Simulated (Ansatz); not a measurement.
## Carrier properties of KF (Fm-3m)

Consider the following.

```
CELL_PARAMETERS angstrom
      0.00000     2.71031     2.71031
      2.71031     0.00000     2.71031
      2.71031     2.71031     0.00000
ATOMIC_POSITIONS crystal
  K  0.00000 0.00000 0.00000
  F  0.50000 0.50000 0.50000
```

All values below come from PBE, rigid bands (plane waves, PAW, scalar-relativistic; Ansatz, a first-principles code). Condition of this run: functional PBE, cell relaxed with it. Cell: cell and atoms relaxed with PBE.

- band gap = 5.96 eV
- electron conductivity mass (300 K, dilute) = 0.56 mₑ
- hole conductivity mass (300 K, dilute) = 6.0 mₑ
- effective density of states N_c (300 K) = 1.1e19 cm⁻³
- effective density of states N_v (300 K) = 2.2e21 cm⁻³
- density-of-states mass, electrons = 0.58 mₑ
- density-of-states mass, holes = 19.9 mₑ
- Seebeck coefficient, n-type 1e19 cm⁻³, 300 K = -226 μV/K
- best n-type power factor at 300 K for τ = 10 fs (best axis; densities from 1e16 to 1e21 cm⁻³ tried, whether or not they can be reached) = 3.1 μW/(cm·K²) at 3e19 cm⁻³
- Seebeck coefficient, p-type 1e19 cm⁻³, 300 K = 694 μV/K

Rigid bands; masses and Seebeck coefficients take one relaxation time τ for all states and one kind of carrier; polarons and phonon drag are left out. Spin-orbit coupling is left out; where it splits the top of the valence band, N_v and the p-type Seebeck coefficient come out somewhat high without it.
